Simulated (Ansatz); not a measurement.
## Hypothetical rock salt ZrSi, response to strain

The reference is ZrSi in the rock salt structure (space group Fm-3m, No. 225; a = 5.3423 Å; a hypothetical phase, not in the database extracts checked; relaxed with 0.1 eV smearing). Axes: x, y, z lie along the cube axes.

Strains are applied to the cell and any free atomic positions relax; under biaxial strain the out-of-plane vector relaxes too.

The values are results of Ansatz (a quantum-chemistry and plane-wave program), PBEsol, PAW, cutoff 420 eV, spin-orbit coupling left out, earlier PAW set, not measurements.

Notes on the quantities. pressure: mean of the normal stresses, compression positive; energy relative to the base: free energy F.

```tsv
change	volume per atom	pressure	energy relative to the base
base	19.06 Å³	0.0 GPa	0 meV/atom
biaxial strain −2.33 %, plane normal [001], relaxed out of plane	18.29 Å³	5.6 GPa	+22 meV/atom
biaxial strain −0.75 %, plane normal [001], relaxed out of plane	18.81 Å³	1.6 GPa	+2.2 meV/atom
biaxial strain −2.73 %, plane normal [110], relaxed out of plane	18.51 Å³	3.9 GPa	(withheld)
uniaxial strain ε_xx = −2.66 %	18.55 Å³	3.6 GPa	+13 meV/atom
uniaxial strain ε_xx = +0.47 %	19.15 Å³	-0.6 GPa	+0.4 meV/atom
uniaxial strain ε_xx = +0.96 %	19.24 Å³	-1.1 GPa	+1.5 meV/atom
uniaxial strain ε_yy = −1.30 %	18.81 Å³	1.7 GPa	+3.0 meV/atom
uniaxial strain ε_yy = −1.01 %	18.87 Å³	1.3 GPa	+1.8 meV/atom
tensor shear ε_xy = +1.09 %	19.06 Å³	0.0 GPa	(withheld)
```

**Question.** Some entries are withheld; estimate them.

**Answer.** 
- biaxial strain −2.73 %, plane normal [110], relaxed out of plane, energy relative to the base: +18 meV/atom
- tensor shear ε_xy = +1.09 %, energy relative to the base: +0.6 meV/atom

Whether these cells are dynamically stable was not tested. All final runs are without spin polarisation.
